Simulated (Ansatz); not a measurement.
Consider SiC (space group P6_3mc, No. 186).

```
CELL_PARAMETERS angstrom
      3.05845     0.00000     0.00000
     -1.52923     2.64870     0.00000
      0.00000     0.00000    10.01200
ATOMIC_POSITIONS crystal
  Si 0.00000 0.00000 0.50031
  Si 0.00000 0.00000 0.00031
  Si 0.33333 0.66667 0.25025
  Si 0.66667 0.33333 0.75025
  C  0.00000 0.00000 0.31286
  C  0.00000 0.00000 0.81286
  C  0.33333 0.66667 0.06221
  C  0.66667 0.33333 0.56221
```

Cartesian axes are those of the cell as printed.

The values are results of LDA, PAW, 420 eV (Ansatz, a first-principles code; no SOC), not measurements.

For the base:

The valence-band top at Γ comes out as 0.00, 0.00, -0.05 eV.

The change: uniaxial strain ε_xx = +0.75 %, all other strain components held at zero; the atoms relax in the strained cell.

Predict the new energy relative to the base, valence-band top at Γ and stress.

The energy increases by 0.9 meV/atom; the valence-band top at Γ (three highest levels, from the VBM) changes from 0.00, 0.00, -0.05 eV to 0.00, -0.05, -0.06 eV; the stress (xx, yy, zz, yz, xz, xy; compression positive) amounts to (-3.79, -0.88, -0.44, 0.00, 0.00, 0.00) GPa.

The levels and masses belong to the bands next to the band gap. Stability against distortions was not tested.
